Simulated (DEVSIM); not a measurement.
Structure: abrupt GaSb n-p junction, at 300 K.

| layer (left to right) | material | thickness (μm) | Nd (cm⁻³) | Na (cm⁻³) | τn (s) | τp (s) |
|---|---|---|---|---|---|---|
| 1 | GaSb | 0.150 | 3e15 | - | 5.3e-9 | 1.6e-8 |
| 2 | GaSb | 1.30 | - | 2.3e15 | 5.3e-9 | 5.3e-9 |

Left contact: ohmic. Right contact: ohmic. Voltage is applied to the left contact. Recombination: SRH at mid-gap. Mobility is μmin + (μ − μmin)/(1 + (N/Nref)^α).

This is a model device: material constants are rounded textbook-type values typed into the input, and sizes, dopings and lifetimes were drawn at random. Values at 300 K.

```
parameter        GaSb
-------------  ------
gap (eV)        0.726
affinity (eV)    4.06
permittivity     15.7
Nc (cm⁻³)      2.1e17
Nv (cm⁻³)      1.8e19
μn (cm²/Vs)      5000
μp (cm²/Vs)       850
μn,min           1000
μp,min            190
Nref,n         2.8e17
Nref,p           9e17
αn               1.05
αp               0.65
```

DEVSIM, 1D drift-diffusion, Boltzmann statistics, complete ionisation; no tunnelling, impact ionisation, image-force lowering or self-heating.

Q: Give the dark forward current.

A: 
```json
[
 {"V (V)": "-0.05", "J (A/cm²)": "-0.0061"},
 {"V (V)": "-0.10", "J (A/cm²)": "-0.042"},
 {"V (V)": "-0.15", "J (A/cm²)": "-0.26"},
 {"V (V)": "-0.20", "J (A/cm²)": "-1.5"},
 {"V (V)": "-0.25", "J (A/cm²)": "-8.4"},
 {"V (V)": "-0.30", "J (A/cm²)": "-39"},
 {"V (V)": "-0.35", "J (A/cm²)": "-140"},
 {"V (V)": "-0.40", "J (A/cm²)": "-370"},
 {"V (V)": "-0.45", "J (A/cm²)": "-770"},
 {"V (V)": "-0.50", "J (A/cm²)": "-1400"},
 {"V (V)": "-0.55", "J (A/cm²)": "-2100"}
]
```
